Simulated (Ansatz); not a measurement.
## fcc Ni, ferromagnetic (0 0 1) on diamond (0 0 1) (film strained to the substrate, faces as cut; started ferromagnetic)

A periodic stack without vacuum, fcc Ni, ferromagnetic (0 0 1) on diamond (0 0 1) (film strained to the substrate, faces as cut; started ferromagnetic): substrate slab C16, film Ni6, surface cells [[1, 0], [1, 1]] and [[1, 0], [1, 1]], film strained by +1.5 and +1.5 %, faces C/C and Ni/Ni as cut (like faces can put a slab off its formula).

The start was prepared with a machine-learned potential, and the result is one local minimum, with the in-plane cell held and forces under 0.04 eV/Å; the film can end far from its bulk form.

The numbers are results of PBE (plane waves to 420 eV, PAW; Ansatz, a program for electronic structure), not measurements. No spin–orbit coupling; PBE gaps are too small against experiment. Its k-point mesh 12×12×1, Fermi–Dirac width 0.05 eV.

| Quantity | Result |
|---|---|
| interface area | 6.4 Å² |
| period | 24.99 Å |
| gaps between the outermost planes at the two interfaces | 1.45 and 1.45 Å |
| C–Ni contacts across the interfaces within 1.22 times the sum of covalent radii | 4, mean 1.92 Å |
| hole barrier (PBE) | 0.28 eV |
| electron barrier (PBE) | 3.85 eV |

```yaml
crystal:
  lattice:
    - [2.52491, 0.00056, -0.07299]
    - [0.00155, 2.52391, 0.09387]
    - [-0.55012, 1.59285, 25.08957]
  atoms:
    - { symbol: C, position: [0.84564, 0.12666, 0.06149] }
    - { symbol: C, position: [0.32851, 0.16061, 0.02762] }
    - { symbol: C, position: [0.38220, 0.55410, 0.13363] }
    - { symbol: C, position: [0.86417, 0.58988, 0.09814] }
    - { symbol: C, position: [0.91872, 0.98199, 0.20513] }
    - { symbol: C, position: [0.40049, 0.01804, 0.16943] }
    - { symbol: C, position: [0.45531, 0.40983, 0.27660] }
    - { symbol: C, position: [0.93704, 0.44595, 0.24088] }
    - { symbol: C, position: [0.99190, 0.83772, 0.34806] }
    - { symbol: C, position: [0.47365, 0.87379, 0.31233] }
    - { symbol: C, position: [0.52834, 0.26580, 0.41950] }
    - { symbol: C, position: [0.01017, 0.30174, 0.38380] }
    - { symbol: C, position: [0.06450, 0.69444, 0.49081] }
    - { symbol: C, position: [0.54654, 0.72984, 0.45532] }
    - { symbol: C, position: [0.59999, 0.12386, 0.56135] }
    - { symbol: C, position: [0.08299, 0.15771, 0.52745] }
    - { symbol: Ni, position: [0.16258, 0.99577, 0.69154], spin: 0.7 }
    - { symbol: Ni, position: [0.62744, 0.56607, 0.61949], spin: 0.7 }
    - { symbol: Ni, position: [0.23009, 0.85922, 0.82888], spin: 0.7 }
    - { symbol: Ni, position: [0.69619, 0.42777, 0.76015], spin: 0.7 }
    - { symbol: Ni, position: [0.29964, 0.71890, 0.96950], spin: 0.7 }
    - { symbol: Ni, position: [0.76399, 0.29068, 0.89744], spin: 0.7 }
```
